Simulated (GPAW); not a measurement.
**Input and output of a self-consistent single point for MnNi3 (Pm-3m, 4 atoms in the cell) (GPAW)**

Computed with PBEsol, GPAW PAW datasets PBEsol (made by gpaw-setup) (plane waves; GPAW).

Input:

```python
from ase import Atoms
from ase.units import GPa
from gpaw import GPAW

atoms = Atoms(['Ni', 'Ni', 'Ni', 'Mn'],
              cell=[[3.593000, 0.000000, 0.000000],
                    [0.000000, 3.593000, 0.000000],
                    [0.000000, 0.000000, 3.593000]],
              positions=[[0.000000, 1.796500, 1.796500],
                         [1.796500, 0.000000, 1.796500],
                         [1.796500, 1.796500, 0.000000],
                         [0.000000, 0.000000, 0.000000]],
              pbc=True)

atoms.set_initial_magnetic_moments([2.0, 2.0, 2.0, 4.0])

calc = GPAW(spinpol=True,
            mode={'name': 'pw', 'ecut': 850},
            xc='PBEsol',
            kpts={'size': (6, 6, 6), 'gamma': True},
            occupations={'name': 'methfessel-paxton', 'width': 0.136, 'order': 0},
            nbands=-8,
            convergence={'density': 1e-05},
            symmetry={'symmorphic': False, 'tolerance': 0.0005},
            maxiter=120)

atoms.calc = calc

energy = atoms.get_potential_energy()
print('Energy (eV):', round(energy, 6))
forces = atoms.get_forces()
print('Forces (eV/Ang):')
print(forces.round(5))
stress = atoms.get_stress()
print('Stress (GPa, Voigt):', (stress / GPa).round(4))
```

Log, with long lists cut:

```
Input parameters:
  convergence: {density: 1e-05}
  kpts: {gamma: True,
         size: (6, 6, 6)}
  maxiter: 120
  mode: {ecut: 850,
         name: pw}
  nbands: -8
  occupations: {name: methfessel-paxton,
                order: 0,
                width: 0.136}
  spinpol: True
  symmetry: {symmorphic: False,
             tolerance: 0.0005}
  xc: PBEsol

species:
  Ni:
    name: Nickel
    Z: 28.0
    valence: 16
    core: 12
    charge: 0.0
    file: Ni.PBEsol.gz

    # Using partial waves for Ni as LCAO basis

  Mn:
    name: Manganese
    Z: 25.0
    valence: 15
    core: 10
    charge: 0.0
    file: Mn.PBEsol.gz

    # Using partial waves for Mn as LCAO basis

Reference energy: -155481.079169  # eV

Spin-polarized calculation.
Initial magnetic moment: 10.000000

Convergence criteria:
 Maximum [total energy] change in last 3 cyles: 0.0005 eV / valence electron
 Maximum integral of absolute [dens]ity change: 1e-05 electrons / valence electron
 Maximum integral of absolute [eigenst]ate change: 4e-08 eV^2 / valence electron
 Maximum number of scf [iter]ations: 120

Symmetries present (total): 48
Symmetries with fractional translations: 0
216 k-points: 6 x 6 x 6 Monkhorst-Pack grid + [1/12,1/12,1/12]
20 k-points in the irreducible part of the Brillouin zone
       k-points in crystal coordinates                weights
   0:     0.00000000    0.00000000    0.00000000          1/216
   1:     0.16666667    0.00000000    0.00000000          6/216
   2:     0.16666667    0.16666667    0.00000000         12/216
   [... 7 lines left out ...]
          ...
  19:     0.50000000    0.50000000    0.50000000          1/216

Wave functions: Plane wave expansion
  Cutoff energy: 850.000 eV
  Number of coefficients (min, max): 2553, 2630
  Pulay-stress correction: 0.000000 eV/Ang^3 (de/decut=0.000000)

Occupation numbers: Methfessel-Paxton:
  width: 0.1360  # eV
  order: 0

Eigensolver

Densities:
  Coarse grid: 25*25*25 grid
  Fine grid: 50*50*50 grid
  Total Charge: 0.000000

Density mixing:
  Method: difference
  Backend: pulay
  Linear mixing parameter: 0.05
  old densities: 5
  Damping of long wavelength oscillations: 50

Hamiltonian:
  XC and Coulomb potentials evaluated on a 50*50*50 grid
  External potential:
    NoExternalPotential

XC parameters: PBEsol with 2 nearest neighbor stencil

Number of atoms: 4
Number of atomic orbitals: 49
Number of bands in calculation: 44
Number of valence electrons: 63
Bands to converge: occupied

Density initialized from atomic densities
  44 bands from LCAO basis set

Atomic positions and initial magnetic moments

Positions:
   0 Ni     0.000000    1.796500    1.796500    ( 0.0000,  0.0000,  2.0000)
   1 Ni     1.796500    0.000000    1.796500    ( 0.0000,  0.0000,  2.0000)
   2 Ni     1.796500    1.796500    0.000000    ( 0.0000,  0.0000,  2.0000)
   3 Mn     0.000000    0.000000    0.000000    ( 0.0000,  0.0000,  4.0000)

Unit cell:
           periodic     x           y           z      points  spacing
  1. axis:    yes    3.593000    0.000000    0.000000    25     0.1437
  2. axis:    yes    0.000000    3.593000    0.000000    25     0.1437
  3. axis:    yes    0.000000    0.000000    3.593000    25     0.1437

  Lengths:   3.593000   3.593000   3.593000
  Angles:   90.000000  90.000000  90.000000

Effective grid spacing dv^(1/3) = 0.1437

     iter     time        total  log10-change:  magmom
                         energy   eigst   dens
iter:   1 --:--:--   -33.017668                   +10.0110
iter:   2 --:--:--   -33.974871   -0.36  -1.88    +7.2206
iter:   3 --:--:--   -34.330983   -0.95  -1.89    +4.9936
iter:   4 --:--:--   -34.317616   -1.59  -1.97    +5.1754
iter:   5 --:--:--   -34.489766   -1.82  -2.04    +5.1376
iter:   6 --:--:--   -34.475615   -2.41  -2.60    +5.1078
iter:   7 --:--:--   -34.474341c  -2.82  -2.77    +5.1030
iter:   8 --:--:--   -34.467988c  -3.24  -2.95    +5.0951
iter:   9 --:--:--   -34.469330c  -3.35  -3.10    +5.0963
iter:  10 --:--:--   -34.472898c  -3.81  -3.25    +4.9749
iter:  11 --:--:--   -34.475441c  -3.97  -3.46    +4.7747
iter:  12 --:--:--   -34.477238c  -4.72  -3.36    +4.7304
   [... 9 lines left out ...]
iter:  22 --:--:--   -34.469773c  -4.81  -3.73    +4.4852
iter:  23 --:--:--   -34.476276c  -4.17  -3.39    +4.7111
iter:  24 --:--:--   -34.475670c  -4.89  -3.51    +4.7955
iter:  25 --:--:--   -34.475449c  -6.41  -3.74    +4.7748
iter:  26 --:--:--   -34.475234c  -6.55  -3.84    +4.7612
iter:  27 --:--:--   -34.475327c  -7.63c -3.96    +4.7645
iter:  28 --:--:--   -34.475149c  -7.03  -3.90    +4.7654
iter:  29 --:--:--   -34.475403c  -6.87  -4.09    +4.7667
iter:  30 --:--:--   -34.475004c  -6.33  -3.85    +4.7673
iter:  31 --:--:--   -34.475080c  -7.60c -4.38    +4.7679
iter:  32 --:--:--   -34.474921c  -6.81  -4.16    +4.7686
iter:  33 --:--:--   -34.474878c  -7.54c -4.75    +4.7681
iter:  34 --:--:--   -34.474911c  -7.70c -4.76    +4.7697
iter:  35 --:--:--   -34.474876c  -7.77c -4.92    +4.7656
iter:  36 --:--:--   -34.474895c  -6.88  -4.97    +4.7569
iter:  37 --:--:--   -34.474880c  -8.24c -4.70    +4.7569
iter:  38 --:--:--   -34.474844c  -8.05c -4.85    +4.7554
iter:  39 --:--:--   -34.474857c  -8.32c -5.15c   +4.7548

Converged after 39 iterations.

Dipole moment: (0.000000, 0.000000, 0.000000) |e|*Ang

Total magnetic moment: (0.000000, 0.000000, 4.754821)
Local magnetic moments:
   0 Ni ( 0.000000,  0.000000,  0.531587)
   1 Ni ( 0.000000,  0.000000,  0.531587)
   2 Ni ( 0.000000,  0.000000,  0.531587)
   3 Mn ( 0.000000,  0.000000,  3.156876)

Energy contributions relative to reference atoms: (reference = -155481.079169)

Kinetic:        +10.092990
Potential:       -5.740114
External:        +0.000000
XC:             -39.241680
Entropy (-ST):   -0.037476
Local:           +0.432685
SIC:             +0.000000
--------------------------
Free energy:    -34.493595
Extrapolated:   -34.474857

Spin contamination: 0.190645 electrons
Showing only first 2 kpts
                      Up                     Down
 Kpt  Band  Eigenvalues  Occupancy  Eigenvalues  Occupancy
  0    29      7.89862    0.98307     10.01478    0.00000
  0    30      7.89862    0.98307     10.01478    0.00000
  0    31      8.24216    0.07344     10.53512    0.00000
  0    32      8.24216    0.07344     10.53512    0.00000

  1    29      7.73270    0.99994      8.94932    0.00000
  1    30      7.80129    0.99914      9.73401    0.00000
  1    31      7.84101    0.99674      9.73401    0.00000
  1    32      7.84101    0.99674      9.90565    0.00000

Fermi level: 8.10266

No gap
No difference between direct/indirect transitions
Energy (eV): -34.474857

Forces in eV/Ang:
  0 Ni   -0.00000    0.00000    0.00000
  1 Ni    0.00000   -0.00000   -0.00000
  2 Ni   -0.00000   -0.00000   -0.00000
  3 Mn    0.00000    0.00000    0.00000

Stress tensor:
     0.070641     0.000000     0.000000
     0.000000     0.070641     0.000000
     0.000000     0.000000     0.070641
Stress (GPa, Voigt): [11.318 11.318 11.318  0.     0.     0.   ]
```

The run converged in 39 iterations. GPAW prints stress with tension positive.

The starting cell comes from a database of published, mostly measured structures (it also holds non-ambient and calculated ones), without a prior relaxation at this level. The magnetic order is the one reached from the typed start; others were not searched systematically. With a pressure of about -11 GPa the cell is away from its equilibrium volume at this level.

Cost on one core of a shared machine: roughly 5 min.
